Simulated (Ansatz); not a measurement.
Levels about the gap of amorphous Si30C12N24 (66 atoms in a cell of 799 Å³, 2.75 g/cm³; zone centre alone, so wide bands show as single levels with stretches between that a denser mesh fills), at the geometry that PBE relaxed, where it gives -2.7 GPa on a denser mesh. The participation number counts the atoms over which a state spreads; weights are charges in smoothed Voronoi cells. The levels come from a single point, so bond lengths are those of that geometry. Method of the levels: PBE, scalar-relativistic without spin-orbit coupling (Ansatz, a program for electronic structure). Sampling: the zone centre alone; Fermi-Dirac width 0.02 eV; no spin polarisation.

The cell was made by melting and quenching with the CHGNet potential and then relaxed with DFT. N atoms were pushed apart under 1.9 Å during the dynamics, to hinder bonds among them. The hot cell started wider than the set density and was brought back towards it in steps. It is the lowest in DFT energy of 8 quenches. It is a model cell: composition and starting density were chosen by hand, and all elements were melted together. No dispersion term was used. Its density started from a set value of 2.88 and ended at 2.75 g/cm³. The simulated quench (nominally 200 K/ps over its main leg) is rapid and tends to freeze in more defects than a deposited or slowly cooled glass has. Values belong to this one cell and scatter from quench to quench. Volume and shape were free in the relaxation. Stress components on the final sampling reach 3.2 GPa. On a 2×2×2 Γ-centred mesh force components of up to 0.31 eV/Å stay, since the relaxation ran on the zone centre alone. Cycles of charging lowered its energy after that relaxation.

```json
[
 {"E - E(highest filled), eV": "-1.36", "filling": "filled", "participation number": "24.6", "largest on": "Si, 4 neighbours", "weight Si": "0.42", "weight C": "0.23", "weight N": "0.35"},
 {"E - E(highest filled), eV": "-1.34", "filling": "filled", "participation number": "21.0", "largest on": "C, 4 neighbours", "weight Si": "0.29", "weight C": "0.24", "weight N": "0.47"},
 {"E - E(highest filled), eV": "-1.16", "filling": "filled", "participation number": "19.5", "largest on": "N, 3 neighbours", "weight Si": "0.26", "weight C": "0.22", "weight N": "0.52"},
 {"E - E(highest filled), eV": "-1.00", "filling": "filled", "participation number": "13.7", "largest on": "Si, 4 neighbours", "weight Si": "0.47", "weight C": "0.19", "weight N": "0.34"},
 {"E - E(highest filled), eV": "-0.65", "filling": "filled", "participation number": "25.8", "largest on": "Si, 4 neighbours", "weight Si": "0.43", "weight C": "0.18", "weight N": "0.39"},
 {"E - E(highest filled), eV": "-0.50", "filling": "filled", "participation number": "25.6", "largest on": "Si, 3 neighbours", "weight Si": "0.47", "weight C": "0.16", "weight N": "0.36"},
 {"E - E(highest filled), eV": "0.00", "filling": "filled", "participation number": "8.6", "largest on": "C, 3 neighbours", "weight Si": "0.25", "weight C": "0.56", "weight N": "0.19"},
 {"E - E(highest filled), eV": "1.51", "filling": "empty", "participation number": "30.0", "largest on": "Si, 4 neighbours", "weight Si": "0.61", "weight C": "0.14", "weight N": "0.25"},
 {"E - E(highest filled), eV": "1.64", "filling": "empty", "participation number": "13.7", "largest on": "Si, 4 neighbours", "weight Si": "0.60", "weight C": "0.11", "weight N": "0.29"},
 {"E - E(highest filled), eV": "1.88", "filling": "empty", "participation number": "32.7", "largest on": "Si, 4 neighbours", "weight Si": "0.61", "weight C": "0.10", "weight N": "0.29"},
 {"E - E(highest filled), eV": "1.97", "filling": "empty", "participation number": "28.5", "largest on": "Si, 4 neighbours", "weight Si": "0.58", "weight C": "0.16", "weight N": "0.26"},
 {"E - E(highest filled), eV": "2.09", "filling": "empty", "participation number": "31.2", "largest on": "Si, 4 neighbours", "weight Si": "0.56", "weight C": "0.18", "weight N": "0.26"},
 {"E - E(highest filled), eV": "2.19", "filling": "empty", "participation number": "19.8", "largest on": "C, 3 neighbours", "weight Si": "0.35", "weight C": "0.31", "weight N": "0.33"},
 {"E - E(highest filled), eV": "2.41", "filling": "empty", "participation number": "33.7", "largest on": "Si, 5 neighbours", "weight Si": "0.56", "weight C": "0.16", "weight N": "0.28"}
]
```

Most localised among these is the filled level at +0.00 eV, on a C atom, which has 3 neighbours (C 1.49 Å, C 1.59 Å, Si 2.04 Å).
